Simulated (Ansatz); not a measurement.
## GaN: band gap against strain

GaN (zinc blende, F-43m, 11.763 Å³/atom at rest, cube axes along x, y and z) under an equal strain ε along all three axes. PBE in Ansatz, a plane-wave DFT program (PAW, default set), 420 eV, 12×12×12 Γ-centred mesh, Fermi-Dirac smearing 0.05 eV; ions are relaxed within the symmetry of each cell. Gaps are the smallest over the k-mesh and a band path, without spin-orbit coupling; in all rows the valence edge lies at Γ and the conduction edge at Γ.

Here s stands for strain and Eg for gap.

| strain (%) | gap (eV) |
|---|---|
| -3.00 | ? |
| -1.50 | 1.831 |
| -1.00 | 1.734 |
| -0.50 | 1.637 |
| 0.00 | 1.541 |
| 0.50 | 1.445 |
| 1.00 | 1.350 |
| 1.50 | 1.258 |

Q: Using a straight line, estimate the missing Eg at s = -3.00 from the other rows, showing the fit.

A: Means: s 0, Eg 1.5423. About the means, the sum of products is -1.3395 and the sum of squares of s is 7.0000; the slope is their ratio. Least squares gives Eg = 1.5423 - 0.19136·s. Residuals (row less fit): 0.0017, 0.0003, -0.0010, -0.0013, -0.0016, -0.0009, 0.0027; standard error 0.0018 (degrees of freedom: 5). Over these rows the gap moves by -19 ± 0.07 eV per unit strain, or -6.4 eV per unit of ln V. At the withheld row, Eg = 1.5423 - 0.19136 × (-3.0) = 2.1164 eV. The calculation gives 2.125 eV, 0.0086 eV above the prediction (1.0 % of the range of Eg in the table). The row lies outside the fitted rows, so this is an extrapolation. From the scatter of the fitted rows alone, a prediction at this place has a standard error of 0.0028 eV, so the miss is 3.1 times that.

One order more, fitted to all 13 runs of the series, follows each within 0.002, so the miss is the next term of a smooth law. Other structures, which can take over under pressure, weren't tried. GaN is here a metastable form; wurtzite is the usual one. Rows are the converged runs of the series near zero and its far end; series whose fitted rows scatter by over a few per cent of the range, as at a crossing or softening among them, aren't shown in this form. Most that stay on the fit to the last digits aren't either.
